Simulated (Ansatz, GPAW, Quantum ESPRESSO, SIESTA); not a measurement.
# Code comparison for RbTl₃ (P1, 4 atoms in the cell)

Self-consistent single point, at a second geometry (atoms moved at random). First geometry:

```xyz
4
Lattice="0.0000 4.1806 4.1806 4.1806 0.0000 4.1806 4.1806 4.1806 0.0000" Properties=species:S:1:pos:R:3 pbc="T T T"
Rb     0.0000     0.0000     0.0000
Tl     2.0903     2.0903     2.0903
Tl     6.2709     6.2709     6.2709
Tl     4.1806     4.1806     4.1806
```

Second geometry:
```
CELL_PARAMETERS angstrom
      0.00000     4.18059     4.18059
      4.18059     0.00000     4.18059
      4.18059     4.18059     0.00000
ATOMIC_POSITIONS crystal
  Rb 0.00123 0.99505 0.98875
  Tl 0.25136 0.25110 0.25576
  Tl 0.73918 0.75531 0.74388
  Tl 0.50823 0.49854 0.51161
```

Shared settings, as Ansatz (a first-principles code) writes them: kpoints.mp_grid.grid = 7 7 7; scf.occupations.method = gaussian; scf.occupations.width = 0.1 eV. Potentials and cutoffs stand in the table.

| code | model | ΔF from the first geometry (meV/atom) | pressure (GPa) | largest force (eV/Å) | cutoff |
|---|---|---|---|---|---|
| GPAW | LDA (Perdew-Wang 92), GPAW PAW datasets LDA (gpaw-data 1.0.1) | 1.9 | -3.75 | 0.119 | 550 eV |
| SIESTA | LDA PW92, numerical atomic orbitals DZP, PseudoDojo LDA standard norm-conserving potentials (rewritten from UPF to PSML) | 3.6 | -3.59 | 0.178 | grid 350 Ry |
| Quantum ESPRESSO | LDA (PZ), GBRV 1.5 ultrasoft (LDA) pseudopotentials | 2.0 | -4.56 | 0.118 | 40 Ry |
| Ansatz | LDA (PW92), PAW files made with PBE | 2.0 | -3.58 | 0.118 | default |

Size of the force on each atom (eV/Å): Sizes of forces hide their directions.

| code | Rb1 | Tl2 | Tl3 | Tl4 |
|---|---|---|---|---|
| GPAW | 0.119 | 0.057 | 0.052 | 0.036 |
| SIESTA | 0.178 | 0.081 | 0.078 | 0.088 |
| Quantum ESPRESSO | 0.118 | 0.056 | 0.052 | 0.041 |
| Ansatz | 0.118 | 0.056 | 0.052 | 0.041 |

On Ansatz's run: spin-orbit coupling is off.

The spread over the programs that give each value: ΔF from the first geometry within 1.7 meV/atom; pressure within 0.98 GPa; largest force within 0.060 eV/Å.

SIESTA uses small atom-centred bases, whose incompleteness enters pressures, forces and empty levels differently from a plane-wave cutoff. Ansatz's pressure is given at a fixed set of plane waves, as the other plane-wave codes print theirs. The same LDA comes in different parametrisations, which differ slightly.

The starting cell comes from a database of computed structures (which also holds hypothetical and non-ambient phases and stackings), without a prior relaxation at this level. Its lattice was rescaled by a random factor within 2.5 % of one. For this run, on top of that: atoms moved at random.

Keys are those of Ansatz 0.2.
